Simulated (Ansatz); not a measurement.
Base system: AlN in the wurtzite structure (space group P6_3mc, No. 186; a = 3.1066 Å, c = 4.9780 Å). Axes: x lies along a and z along c of the hexagonal cell.

Structures relaxed with Ansatz (a first-principles code) r2SCAN, no spin-orbit coupling, earlier PAW set.

Base:

Simulated powder pattern, Cu Kα1, λ = 1.54056 Å (kinematic, ideal powder, no thermal factors, no anomalous dispersion; the 10 strongest lines at most, above 2 %, up to 2θ = 90°):

```
2θ (°)  I/Imax (%)    hkl
------  ----------  -----
33.27          100  (100)
36.05           62  (002)
37.99           94  (101)
49.87           34  (102)
59.46           61  (110)
66.10           54  (103)
69.87          8.9  (200)
71.54           42  (112)
72.76           15  (201)
81.22          7.3  (202)
```

After one change:

Simulated powder pattern, Cu Kα1, λ = 1.54056 Å (kinematic, ideal powder, no thermal factors, no anomalous dispersion; the 10 strongest lines at most, above 2 %, up to 2θ = 90°):

```json
[
 {"2θ (°)": "33.31", "I/Imax (%)": "100"},
 {"2θ (°)": "35.84", "I/Imax (%)": "63"},
 {"2θ (°)": "37.97", "I/Imax (%)": "95"},
 {"2θ (°)": "49.73", "I/Imax (%)": "34"},
 {"2θ (°)": "59.53", "I/Imax (%)": "61"},
 {"2θ (°)": "65.82", "I/Imax (%)": "56"},
 {"2θ (°)": "69.95", "I/Imax (%)": "8.9"},
 {"2θ (°)": "71.47", "I/Imax (%)": "42"},
 {"2θ (°)": "72.81", "I/Imax (%)": "15"},
 {"2θ (°)": "81.17", "I/Imax (%)": "7.3"}
]
```

Question: Which of these changes matches the shifts?
(A) uniaxial strain ε_zz = −3.17 %
(B) uniaxial strain ε_yy = +1.36 %
(C) biaxial strain +2.36 %, plane normal [001], relaxed out of plane
(D) uniaxial stress, 2 GPa tension along z

Answer: D, uniaxial stress, 2 GPa tension along z. Its volume per atom is 10.44 Å³ against 10.40 Å³, and its space group is P6_3mc (No. 186).

Beyond what the load breaks, stability against distortions was not tested.
